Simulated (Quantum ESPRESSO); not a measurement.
Worked example: self-consistent single point of H₄BrN (P-43m, 6 atoms in the cell) in Quantum ESPRESSO.

Computed with PBEsol, spin-orbit coupling, PseudoDojo fully relativistic norm-conserving (PBESOL) pseudopotentials (plane waves; Quantum ESPRESSO).

```yaml
crystal:
  lattice:
    - [4.00010, 0.00000, 0.00000]
    - [0.00000, 4.00010, 0.00000]
    - [0.00000, 0.00000, 4.00010]
  atoms:
    - { symbol: H, position: [0.14921, 0.14921, 0.85079] }
    - { symbol: H, position: [0.14921, 0.85079, 0.14921] }
    - { symbol: H, position: [0.85079, 0.85079, 0.85079] }
    - { symbol: H, position: [0.85079, 0.14921, 0.14921] }
    - { symbol: Br, position: [0.50000, 0.50000, 0.50000] }
    - { symbol: N, position: [0.00000, 0.00000, 0.00000] }
```

Reference input (self-consistent single point, DFT, PBEsol, plane waves, GBRV 1.5 ultrasoft (PBESOL) pseudopotentials): ecutwfc = 40 Ry; ecutrho = 200 Ry; occupations = fixed; potentials = {H: h_pbesol_v1.4.uspp.F.UPF, Br: br_pbesol_v1.4.uspp.F.UPF, N: n_pbesol_v1.2.uspp.F.UPF}; K_POINTS = automatic 4 4 4 0 0 0; nbnd = 14; conv_thr = 1e-10 Ry; mixing_beta = 0.3. This run's input differs from it in these lines:

```diff
@@ -12,6 +12,7 @@
  ntyp = 3
- ecutwfc = 40
- ecutrho = 200
+ ecutwfc = 85
  occupations = 'fixed'
- nbnd = 14
+ nbnd = 28
+ noncolin = .true.
+ lspinorb = .true.
 /
@@ -22,5 +23,5 @@
 ATOMIC_SPECIES
-H      1.0080  h_pbesol_v1.4.uspp.F.UPF
-Br    79.9040  br_pbesol_v1.4.uspp.F.UPF
-N     14.0070  n_pbesol_v1.2.uspp.F.UPF
+H      1.0080  H.upf
+Br    79.9040  Br.upf
+N     14.0070  N.upf
 ATOMIC_POSITIONS {crystal}
```

Output, abridged:

```
     Self-consistent Calculation

     iteration #  1     ecut=    85.00 Ry     beta= 0.30

---- Real-time Memory Report at c_bands before calling an iterative solver
           134 MiB given to the printing process from OS
           114 MiB allocation reported by mallinfo(arena+hblkhd)
------------------

     total energy              =     -56.94403142 Ry
     estimated scf accuracy    <       0.40953836 Ry

     iteration #  2     ecut=    85.00 Ry     beta= 0.30

---- Real-time Memory Report at c_bands before calling an iterative solver
           197 MiB given to the printing process from OS
   [... lines left out ...]

---- Real-time Memory Report at c_bands before calling an iterative solver
           232 MiB given to the printing process from OS
           209 MiB allocation reported by mallinfo(arena+hblkhd)
------------------

     total energy              =     -56.96512714 Ry
     estimated scf accuracy    <          4.3E-09 Ry

     iteration # 10     ecut=    85.00 Ry     beta= 0.30

---- Real-time Memory Report at c_bands before calling an iterative solver
           238 MiB given to the printing process from OS
           215 MiB allocation reported by mallinfo(arena+hblkhd)
------------------
     End of self-consistent calculation

     highest occupied, lowest unoccupied level (ev):     1.1481    5.1527

!    total energy              =     -56.96512714 Ry
     estimated scf accuracy    <          5.0E-11 Ry

     convergence has been achieved in  10 iterations

     Forces acting on atoms (cartesian axes, Ry/au):

     atom    1 type  1   force =     0.00927889    0.00927889   -0.00927889
     atom    2 type  1   force =     0.00927889   -0.00927889    0.00927889
     atom    3 type  1   force =    -0.00927889   -0.00927889   -0.00927889
     atom    4 type  1   force =    -0.00927889    0.00927889    0.00927889
     atom    5 type  2   force =     0.00000000    0.00000000    0.00000000
     atom    6 type  3   force =     0.00000000    0.00000000    0.00000000

     Total force =     0.032143     Total SCF correction =     0.000002

          total   stress  (Ry/bohr**3)                   (kbar)     P=        9.32
   0.00006338   0.00000000   0.00000000            9.32        0.00        0.00
   0.00000000   0.00006338   0.00000000            0.00        9.32        0.00
   0.00000000   0.00000000   0.00006338            0.00        0.00        9.32

   JOB DONE.
```

The run converged in 10 iterations. Against the reference run the pressure goes from 1.98 to 0.93 GPa, the largest force goes from 0.731 to 0.413 eV/Å and the gap on the mesh goes from 4.080 to 4.005 eV.

The starting cell comes from a database of computed structures (which also holds hypothetical and non-ambient phases and stackings), without a prior relaxation at this level.

Cost on one core of a shared machine: roughly 40 s.
